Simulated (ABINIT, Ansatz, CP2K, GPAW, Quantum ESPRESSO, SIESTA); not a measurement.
**GaP (F-43m, 2 atoms in the cell) computed with different codes at matched settings**

Relaxation of cell and atoms.

```yaml
crystal:
  lattice:
    - [0.00000, 2.77978, 2.77978]
    - [2.77978, 0.00000, 2.77978]
    - [2.77978, 2.77978, 0.00000]
  atoms:
    - { symbol: Ga, position: [0.00000, 0.00000, 0.00000] }
    - { symbol: P, position: [0.25000, 0.25000, 0.25000] }
```

Shared settings, as Ansatz (a first-principles code) writes them: kpoints.mp_grid.grid = 5 5 5; scf.occupations.method = fixed. Potentials and cutoffs stand in the table.

```json
[
 {"code": "CP2K", "model": "PBE, GPW, DZVP-MOLOPT-SR-GTH basis, GTH-PBE potentials (GTH_POTENTIALS)", "final volume (Å³/atom)": "21.01", "gap on the mesh (eV)": "1.462", "cutoff": "grid 600 Ry"},
 {"code": "GPAW", "model": "PBE, GPAW PAW datasets PBE (gpaw-data 1.0.1)", "final volume (Å³/atom)": "21.32", "gap on the mesh (eV)": "1.457", "cutoff": "600 eV"},
 {"code": "Ansatz", "model": "PBE, PAW files", "final volume (Å³/atom)": "20.89", "gap on the mesh (eV)": "1.568", "cutoff": "default"},
 {"code": "ABINIT", "model": "PBE, norm-conserving pseudopotentials (PseudoDojo nc-sr-05 PBE standard)", "final volume (Å³/atom)": "20.92", "gap on the mesh (eV)": "1.544", "cutoff": "80 Ry"},
 {"code": "Quantum ESPRESSO", "model": "PBE, GBRV 1.5 ultrasoft (PBE) pseudopotentials", "final volume (Å³/atom)": "20.86", "gap on the mesh (eV)": "1.573", "cutoff": "50 Ry"},
 {"code": "SIESTA", "model": "GGA PBE, numerical atomic orbitals DZP, PseudoDojo PBE standard norm-conserving potentials (rewritten from UPF to PSML)", "final volume (Å³/atom)": "20.67", "gap on the mesh (eV)": "1.580", "cutoff": "grid 400 Ry"}
]
```

Gaps are read on the mesh.

The spread over the programs that give each value: final volume within 0.65 Å³/atom; gap on the mesh within 0.123 eV.

CP2K and SIESTA use small atom-centred bases, whose incompleteness enters pressures, forces and empty levels differently from a plane-wave cutoff. The programs treat the finite-basis stress differently while the cell relaxes: Ansatz adds an estimate of it, ABINIT smooths its cutoff (ecutsm).

The starting cell comes from a database of computed structures (which also holds hypothetical and non-ambient phases and stackings), without a prior relaxation at this level. Its lattice was rescaled by a random factor within 2.5 % of one.

Keys are those of Ansatz 0.2.
